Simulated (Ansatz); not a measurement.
# Rh, response to strain

Consider Rh in the fcc (Cu type) structure (space group Fm-3m, No. 225; a = 3.802 Å; relaxed with 0.1 eV smearing). Axes: x, y, z lie along the cube axes.

Strains are applied to the cell and any free atomic positions relax; under biaxial strain the out-of-plane vector relaxes too.

Method: Ansatz (a first-principles code) r2SCAN, no spin-orbit coupling.

Notes on the quantities. energy relative to the base: free energy F; pressure: mean of the normal stresses, compression positive.

```json
[
 {"case": "base", "energy relative to the base": "0 meV/atom", "pressure": "0.0 GPa", "volume per atom": "13.73 Å³"},
 {"case": "biaxial strain −3.00 %, plane normal [001], relaxed out of plane", "energy relative to the base": "+40 meV/atom", "pressure": "10.8 GPa", "volume per atom": "13.28 Å³"},
 {"case": "biaxial strain −2.50 %, plane normal [001], relaxed out of plane", "energy relative to the base": "+27 meV/atom", "pressure": "8.8 GPa", "volume per atom": "13.36 Å³"},
 {"case": "biaxial strain −2.00 %, plane normal [001], relaxed out of plane", "energy relative to the base": "+17 meV/atom", "pressure": "6.9 GPa", "volume per atom": "13.43 Å³"},
 {"case": "biaxial strain −1.50 %, plane normal [001], relaxed out of plane", "energy relative to the base": "+9.4 meV/atom", "pressure": "5.0 GPa", "volume per atom": "13.51 Å³"},
 {"case": "biaxial strain −1.00 %, plane normal [001], relaxed out of plane", "energy relative to the base": "+4.1 meV/atom", "pressure": "3.3 GPa", "volume per atom": "13.58 Å³"},
 {"case": "biaxial strain −0.50 %, plane normal [001], relaxed out of plane", "energy relative to the base": "+1.0 meV/atom", "pressure": "1.6 GPa", "volume per atom": "13.66 Å³"}
]
```

Whether these cells are dynamically stable was not tested. All final runs are without spin polarisation.
